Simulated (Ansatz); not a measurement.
Band structure of TePb (Fm-3m, 2 atoms in the cell).

```xyz
2
Lattice="0.0000 3.3321 3.3321 3.3321 0.0000 3.3321 3.3321 3.3321 0.0000" Properties=species:S:1:pos:R:3 pbc="T T T"
Te     0.0000     0.0000     0.0000
Pb     3.3321     3.3321     3.3321
```

Method: PBE, PAW files (plane waves; Ansatz, an electronic-structure program).

Settings: kpoints.mp_grid.grid = 9 9 9; hamiltonian.xc = pbe; hamiltonian.pseudopotentials = {kind: paw} (an earlier, softer set of the program's PAW files); scf.occupations.method = fixed; kpoints.band_path.npoints = 8.

The starting cell comes from a database of computed structures (which also holds hypothetical and non-ambient phases and stackings), without a prior relaxation at this level. Its lattice was rescaled by a random factor within 2.5 % of one. Spin-orbit coupling is off.

Question: Predict the gap along the standard path and the places of the band edges.

Answer: The gap along the path is 0.91 eV, direct at L to within 0.01 eV.

Levels in eV from the top of the valence band on the path, bands 12 to 18:
```csv
point,12,13,14,15,16,17,18
Γ,-5.81,-1.00,-1.00,-1.00,3.97,3.97,3.97
X,-7.16,-3.79,-2.28,-2.28,3.69,5.15,5.15
W,-7.68,-3.15,-3.15,-0.21,1.77,5.16,5.16
K,-7.65,-3.45,-1.83,-1.71,3.49,3.68,5.29
L,-8.14,-0.60,-0.60,0.00,0.91,1.49,1.49
U,-7.65,-3.45,-1.83,-1.71,3.49,3.68,5.29
```

Keys are those of Ansatz 0.2.
